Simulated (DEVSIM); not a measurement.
Device: Al/Si3N4/SiO2/n-Si capacitor, at 300 K.

| layer (left to right) | material | thickness (nm) | Nd (cm⁻³) |
|---|---|---|---|
| 1 | Si3N4 | 24.0 | - |
| 2 | SiO2 | 0.500 | - |
| 3 | Si | 3600 | 2.6e16 |

Metal gate on the left, work function 4.1 eV. Fixed charge at the semiconductor interface 0 cm⁻² (in units of +e); no interface traps.

The device is made up for the run: typed textbook-type constants, with dimensions and the other settings drawn at random. Values at 300 K.

```csv
parameter,Si3N4,SiO2,Si
gap (eV),5.1,9,1.124
affinity (eV),2.1,0.9,4.05
permittivity,7.5,3.9,11.7
Nc (cm⁻³),-,-,2.86e19
Nv (cm⁻³),-,-,3.1e19
```

Simulated with DEVSIM: 1D Poisson equation in equilibrium, Boltzmann statistics, complete ionisation; no quantum confinement or tunnelling. Metal contacts follow the ideal Schottky-Mott rule: no Fermi-level pinning, no interface dipoles.

**Question.** Tabulate band edges, carrier densities and field at 1.2 V on the gate.

**Answer.** Energies count from the Fermi level of the right contact; mesh points crowd at the junctions.

| x (μm) | Ec (eV) | Ev (eV) | n (cm⁻³) | p (cm⁻³) | field (V/cm) |
|---|---|---|---|---|---|
| 0.000 | 0.800 | -4.300 | < 1e2 | < 1e2 | 470000 |
| 0.001653 | 0.878 | -4.222 | < 1e2 | < 1e2 | 470000 |
| 0.005223 | 1.046 | -4.054 | < 1e2 | < 1e2 | 470000 |
| 0.01316 | 1.419 | -3.681 | < 1e2 | < 1e2 | 470000 |
| 0.02125 | 1.799 | -3.301 | < 1e2 | < 1e2 | 470000 |
| 0.02347 | 1.903 | -3.197 | < 1e2 | < 1e2 | 470000 |
| 0.02427 | 3.153 | -5.847 | < 1e2 | < 1e2 | 900000 |
| 0.02605 | 0.057 | -1.067 | 3.2e18 | < 1e2 | 160000 |
| 0.02987 | 0.096 | -1.028 | 7.1e17 | 160 | 69000 |
| 0.03965 | 0.136 | -0.988 | 1.5e17 | 770 | 25000 |
| 0.06405 | 0.167 | -0.957 | 4.5e16 | 2600 | 6200 |
| 0.1566 | 0.181 | -0.943 | 2.6e16 | 4400 | 130 |
| 0.3559 | 0.181 | -0.943 | 2.6e16 | 4500 | ≈ 0 |
| 0.8536 | 0.181 | -0.943 | 2.6e16 | 4500 | ≈ 0 |
| 2.426 | 0.181 | -0.943 | 2.6e16 | 4500 | ≈ 0 |
| 3.145 | 0.181 | -0.943 | 2.6e16 | 4500 | ≈ 0 |
| 3.433 | 0.181 | -0.943 | 2.6e16 | 4500 | ≈ 0 |
| 3.546 | 0.181 | -0.943 | 2.6e16 | 4500 | ≈ 0 |
| 3.602 | 0.181 | -0.943 | 2.6e16 | 4500 | ≈ 0 |
| 3.616 | 0.181 | -0.943 | 2.6e16 | 4500 | ≈ 0 |
| 3.622 | 0.181 | -0.943 | 2.6e16 | 4500 | ≈ 0 |
| 3.624 | 0.181 | -0.943 | 2.6e16 | 4500 | ≈ 0 |
